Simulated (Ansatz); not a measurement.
Ga2S3 (model structure, started from the beta Ga2O3 type, C2/m, No. 12, 10 atoms in the cell), treated with PBEsol in Ansatz (plane waves, PAW).

Excerpt of the program's output:

```
Crystal: 10 atoms, lattice volume = 191.418 Å³
Basis set: ecut = 520 eV, 5157 PW (Γ), FFT grids on a1−a2, a2, a3, exchange–correlation on 60×120×108 points (8 copies of the dense FFT grid, shifted against one another)
Bands: 54, of which v1, the nominal top of the filled ones, is band 44 counted from 1 (43 counted from 0)
Symmetry: 4 space group operations
Space group: C2/m (ITA 12), of the structure as read, at distance tolerance 5.8e-5 Å
k-points: 172 of 600
Functional: x = pbesol(κ = 0.804, μ = 0.12345679012345678), c = pbesol(β = 0.046)
SCF iter   1: F=—  HF=-20288.209343 eV  |F-HF|=—  |Δ(HF+E_count)|=         —  Δρ=4.59e-3  dr2=5.63e-2
SCF iter   2: F=—  HF=-20288.194728 eV  |F-HF|=—  |Δ(HF+E_count)|=   1.46e-2  Δρ=1.92e-3  dr2=1.00e-2
  ...
SCF iter   9: F=—  HF=-20288.192948 eV  |F-HF|=—  |Δ(HF+E_count)|=   2.80e-9  Δρ=1.02e-6  dr2=2.70e-9
SCF iter  10: F=-20288.192948 eV  HF=-20288.192948 eV  |F-HF|=7.64e-11  |Δ(HF+E_count)|=   2.94e-9  Δρ=3.67e-7  dr2=3.23e-10
SCF 1 converged in 10 iterations: F = -20288.192948 eV  dr2 = 3.23e-10
SCF converged after 10 iterations
Free energy (F): -20288.192948 eV
Internal energy: -20288.192948 eV  (E = F + TS)
E sigma→0 (E₀):  -20288.192948 eV
Fermi energy:    7.347160 eV
--- Forces (eV/Å), atoms counted from 1 ---
  atom   1  Ga    -0.00195976     0.00000000    -0.00176787
  atom   2  Ga     0.00195976    -0.00000000     0.00176787
  atom   3  Ga    -0.00128184     0.00000000     0.00149343
  atom   4  Ga     0.00128184    -0.00000000    -0.00149343
  atom   5  S      0.00066289    -0.00000000    -0.00137337
  atom   6  S     -0.00066289     0.00000000     0.00137337
  atom   7  S      0.00007526     0.00000000     0.00164216
  atom   8  S     -0.00007526    -0.00000000    -0.00164216
  atom   9  S     -0.00102943     0.00000000     0.00138592
  atom  10  S      0.00102943    -0.00000000    -0.00138592
--- Stress (GPa, compression-positive) ---
        0.004733       0.000000       0.000693
        0.000000       0.014908       0.000000
        0.000693       0.000000      -0.010328
  P = ⅓ Tr σ = 0.0031 GPa (0.031 kbar)
```

Write an input file that could have produced this run (the log leaves some choices open).

This is not unique; one that fits is 
Ansatz 0.2 input:
```yaml
crystal:
  lattice:
    - [7.7403852576, -1.8156473141, 0.1242585533]
    - [7.7403852576, 1.8156473141, 0.1242585533]
    - [-1.6421055162, 0.0, 6.7838361128]
  atoms:
    - { symbol: Ga, position: [0.0874424453, 0.0874424453, 0.8033248375] }
    - { symbol: Ga, position: [0.9125575547, 0.9125575547, 0.1966751625] }
    - { symbol: Ga, position: [0.6618411977, 0.6618411977, 0.3139205546] }
    - { symbol: Ga, position: [0.3381588023, 0.3381588023, 0.6860794454] }
    - { symbol: S, position: [0.1816353545, 0.1816353545, 0.1039945591] }
    - { symbol: S, position: [0.8183646455, 0.8183646455, 0.8960054409] }
    - { symbol: S, position: [0.1715031126, 0.1715031126, 0.5626866399] }
    - { symbol: S, position: [0.8284968874, 0.8284968874, 0.4373133601] }
    - { symbol: S, position: [0.5000676887, 0.5000676887, 0.2528251382] }
    - { symbol: S, position: [0.4999323113, 0.4999323113, 0.7471748618] }
basis:
  ecutwfc: 520
  ecutrho_ratio: 4
  xc_grid: 2
kpoints:
  mp_grid: { grid: [10, 10, 6] }
  band_path:
    path:
      - [0.0, 0.0, 0.0]
      - [-0.029383, 0.029383, 0.0]
      - [-0.058766, 0.058766, 0.0]
      - [-0.08815, 0.08815, 0.0]
      - [-0.117533, 0.117533, 0.0]
      - [-0.146916, 0.146916, 0.0]
      - [-0.176299, 0.176299, 0.0]
      - [-0.205683, 0.205683, 0.0]
      - [-0.235066, 0.235066, 0.0]
      - [-0.264449, 0.264449, 0.0]
      - [-0.735551, -0.264449, 0.0]
      - [-0.706107, -0.293893, 0.0]
      - [-0.676663, -0.323337, 0.0]
      - [-0.647219, -0.352781, 0.0]
      - [-0.617775, -0.382225, 0.0]
      - [-0.588332, -0.411668, 0.0]
      - [-0.558888, -0.441112, 0.0]
      - [-0.529444, -0.470556, 0.0]
      - [-0.5, -0.5, 0.0]
      - [-0.333333, -0.333333, 0.0]
      - [-0.166667, -0.166667, 0.0]
      - [-0.1, -0.1, 0.1]
      - [-0.2, -0.2, 0.2]
      - [-0.3, -0.3, 0.3]
      - [-0.4, -0.4, 0.4]
      - [-0.5, -0.5, 0.5]
      - [-0.530324, -0.469676, 0.5]
      - [-0.560648, -0.439352, 0.5]
      - [-0.590971, -0.409029, 0.5]
      - [-0.621295, -0.378705, 0.5]
      - [-0.651619, -0.348381, 0.5]
      - [-0.681943, -0.318057, 0.5]
      - [-0.712267, -0.287733, 0.5]
      - [-0.742591, -0.257409, 0.5]
      - [-0.257409, 0.257409, 0.5]
      - [-0.225233, 0.225233, 0.5]
      - [-0.193057, 0.193057, 0.5]
      - [-0.160881, 0.160881, 0.5]
      - [-0.128705, 0.128705, 0.5]
      - [-0.096529, 0.096529, 0.5]
      - [-0.064352, 0.064352, 0.5]
      - [-0.032176, 0.032176, 0.5]
      - [0.0, 0.0, 0.5]
      - [0.0, 0.0, 0.375]
      - [0.0, 0.0, 0.25]
      - [0.0, 0.0, 0.125]
      - [-0.5, 0.0, 0.5]
      - [-0.444444, 0.0, 0.444444]
      - [-0.388889, 0.0, 0.388889]
      - [-0.333333, 0.0, 0.333333]
      - [-0.277778, 0.0, 0.277778]
      - [-0.222222, 0.0, 0.222222]
      - [-0.166667, 0.0, 0.166667]
      - [-0.111111, 0.0, 0.111111]
      - [-0.055556, 0.0, 0.055556]
      - [-0.0625, 0.0, 0.0]
      - [-0.125, 0.0, 0.0]
      - [-0.1875, 0.0, 0.0]
      - [-0.25, 0.0, 0.0]
      - [-0.3125, 0.0, 0.0]
      - [-0.375, 0.0, 0.0]
      - [-0.4375, 0.0, 0.0]
      - [-0.5, 0.0, 0.0]
    npoints: 1
hamiltonian:
  xc: pbesol
  dispersion: none
  pseudopotentials: { kind: paw }
scf:
  occupations: { method: fermi_dirac, width: 0.01 }
  convergence: { dr2_threshold: 0.000000001 }
output:
  forces: true
  stress: true
  eigenvalues: true
  write_bands: true
```

The PAW data were made under PBE.

Note: the relaxation could raise the start's symmetry but not lower it, so the cell can be a saddle point.

A model structure was made by putting elements into a prototype or built by hand; it is no filed structure, need not be a known phase, and can be a saddle point held by its symmetry.

Ansatz is a program for electronic structure.
